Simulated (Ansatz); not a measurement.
The starting structures come from a database of crystals and need not be the phases stable at ambient conditions.

 Where the default PAW files enter, the runs use the earlier of Ansatz's two default sets.

By PBEsol, the system below comes out a metal.

A figure of merit of an interconnect metal is its ballistic conductance per area.

Here is the system:

```xyz
8
Lattice="5.5068 0.0000 0.0000 -2.7534 4.7690 0.0000 0.0000 0.0000 4.4009" Properties=species:S:1:pos:R:3 pbc="T T T"
Cu     0.0000     1.4857     3.3007
Cu     2.7534     3.2833     1.1002
Cu     4.2201     0.7429     1.1002
Cu    -1.4667     4.0261     3.3007
Cu     1.4667     4.0261     3.3007
Cu     1.2867     0.7429     1.1002
Sn     0.0000     3.1793     1.1002
Sn     2.7534     1.5897     3.3007
```

Space group of this cell: P6_3/mmc. The cell is strained (lengths along the current scaled by 1.03, ions clamped); by PBEsol its mean pressure is -5.3 GPa.

The current flows along the normal of the first two printed cell vectors, the (001) (indices of the unstrained crystal) plane of the conventional cell. No spin-orbit coupling; the value is a mean over 0.1 eV about the Fermi level.

### Question
State the ballistic conductance per area according to PBEsol run with Ansatz (a first-principles code).

### Answer
0.72 × 10¹⁵ S/m² for both spins.
